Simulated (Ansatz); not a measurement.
Consider interstitial Li in wurtzite ZnO, charge state +1. Computed with HSE06, atoms relaxed with HSE06 at the PBE lattice, PAW (plane waves to 420 eV; Ansatz, an electronic-structure program).

72-site cell at the relaxed PBE lattice, a 2×2×2 k-point mesh shifted by half a step along c, smearing 0.01 eV, spin-restricted, no finite-size correction. Static, classical nuclei. The charge state is imposed; whether it is stable for some Fermi level was not computed. Sites that were not tried may lie lower.

The step: one Li atom jumps by itself. Atoms about the jump, Cartesian Å from the middle of the jump, before and after:

| atom | x0 | y0 | z0 | x1 | y1 | z1 |
|---|---|---|---|---|---|---|
| Li1 | 0.00 | 0.00 | -1.32 | 0.00 | 0.00 | 1.32 |
| O2 | 1.56 | -0.90 | -0.68 | 1.62 | -0.93 | -0.62 |
| O3 | 0.00 | 1.80 | -0.68 | 0.00 | 1.87 | -0.62 |
| O4 | -1.56 | -0.90 | -0.68 | -1.62 | -0.93 | -0.62 |
| Zn5 | 1.74 | 1.00 | 0.09 | 1.73 | 1.00 | -0.12 |
| Zn6 | 0.00 | -2.00 | 0.09 | 0.00 | -1.99 | -0.12 |
| Zn7 | -1.74 | 1.00 | 0.09 | -1.73 | 1.00 | -0.12 |
| O8 | 1.65 | 0.95 | 2.05 | 1.56 | 0.90 | 1.96 |
| O9 | 0.00 | -1.90 | 2.05 | 0.00 | -1.80 | 1.96 |
| O10 | -1.65 | 0.95 | 2.05 | -1.56 | 0.90 | 1.96 |
| Zn11 | 1.73 | -1.00 | -2.76 | 1.64 | -0.95 | -2.66 |
| Zn12 | 0.00 | 1.99 | -2.76 | 0.00 | 1.90 | -2.66 |
| Zn13 | -1.73 | -1.00 | -2.76 | -1.64 | -0.95 | -2.66 |
| Zn14 | 1.65 | -0.95 | 2.67 | 1.74 | -1.00 | 2.73 |
| Zn15 | 0.00 | 1.90 | 2.67 | 0.00 | 2.00 | 2.73 |
| Zn16 | -1.65 | -0.95 | 2.67 | -1.74 | -1.00 | 2.73 |

Task: Where do these atoms stand at the saddle point, and how high is it?

Result: 
```tsv
atom	x	y	z
Li1	0.00	0.00	0.01
O2	1.56	-0.90	-0.58
O3	0.00	1.80	-0.58
O4	-1.56	-0.90	-0.58
Zn5	1.88	1.09	0.03
Zn6	-0.01	-2.17	0.03
Zn7	-1.88	1.08	0.03
O8	1.64	0.95	1.97
O9	0.00	-1.89	1.97
O10	-1.64	0.95	1.98
Zn11	1.63	-0.94	-2.63
Zn12	0.00	1.89	-2.64
Zn13	-1.63	-0.94	-2.64
Zn14	1.65	-0.95	2.65
Zn15	0.00	1.91	2.65
Zn16	-1.65	-0.96	2.65
```
It lies 0.71 eV above the start and 0.71 eV above the end. The saddle point's order was not checked, and it lies on a symmetry element of the cell, where a band can be held.
